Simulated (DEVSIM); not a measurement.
Device: Schottky contact on n-type GaP, at 300 K.

Layer 1 from the left is GaP, thickness (μm) 0.400, Nd (cm⁻³) 5.4e15, τn (s) 1.4e-6, τp (s) 1.4e-6.

Left contact: Schottky, work function 5.22 eV, emission velocity 3.3e6 cm/s. Right contact: ohmic. Voltage is applied to the left contact. Recombination: SRH at mid-gap. Mobility is constant in doping.

This is a model device: material constants are rounded textbook-type values typed into the input, and sizes, dopings and lifetimes were drawn at random. Values at 300 K.

GaP: gap (eV) 2.26, affinity (eV) 3.8, permittivity 11.1, Nc (cm⁻³) 1.8e19, Nv (cm⁻³) 1.9e19, μn (cm²/Vs) 250, μp (cm²/Vs) 150.

Simulated with DEVSIM: 1D drift-diffusion, Boltzmann statistics, complete ionisation; no tunnelling, impact ionisation, image-force lowering or self-heating. Metal contacts follow the ideal Schottky-Mott rule: no Fermi-level pinning, no interface dipoles.

Dark forward current:

| |V| (V) | |J| (A/cm²) |
|---|---|
| 0.25 | 1.592e-13 |
| 0.30 | 1.093e-12 |
| 0.35 | 7.493e-12 |
| 0.40 | 5.136e-11 |
| 0.45 | 3.518e-10 |
| 0.50 | 2.408e-9 |
| 0.55 | 1.646e-8 |
| 0.60 | 1.124e-7 |
| 0.65 | 7.665e-7 |
| 0.70 | 5.216e-6 |
| 0.75 | 3.541e-5 |
| 0.80 | 0.0002395 |
| 0.85 | 0.001613 |
| 0.90 | 0.01079 |
| 0.95 | 0.07141 |
| 1.00 | 0.4638 |
| 1.05 | 2.887 |
| 1.10 | 16.02 |
| 1.15 | 66.93 |
| 1.20 | 184.6 |
| 1.25 | 362.4 |
| 1.30 | 577.8 |
| 1.35 | 814.9 |
| 1.40 | 1064 |
| 1.45 | 1321 |
| 1.50 | 1583 |

Q: Work out the local ideality factor n = ΔV / (kT/q · ln(J2/J1)) between the rows 0.25 and 0.30 V, 1.45 and 1.50 V.

A: kT/q = 25.85 mV. From 0.25 to 0.30 V: ln(1.093e-12/1.592e-13) = 1.927, n = 1.00, near the 1 of diffusion or emission over a barrier. From 1.45 to 1.50 V: ln(1583/1321) = 0.181, n = 10.69; the layers' resistance at their doping, Σ W/(qμN) = 0.00018 Ω cm², would take 48 mV of this step of 50 mV.

Q: Estimate the current at 0.65 V for emission alone, J0 = q v N_band exp(−φB/kT), and read the barrier back from the simulated current.

A: φB = 1.420 eV, N_band = 1.80e19 cm⁻³, J0 = 1.32e-17 A/cm²; J = J0 (exp(qV/kT) − 1) = 1.10e-6 A/cm². The simulation gives 7.66e-7 A/cm²; the estimate lies 44 % above. Read backwards, the simulated current gives an apparent barrier of 1.429 eV. The estimate leaves out transport through the depletion region and minority injection.
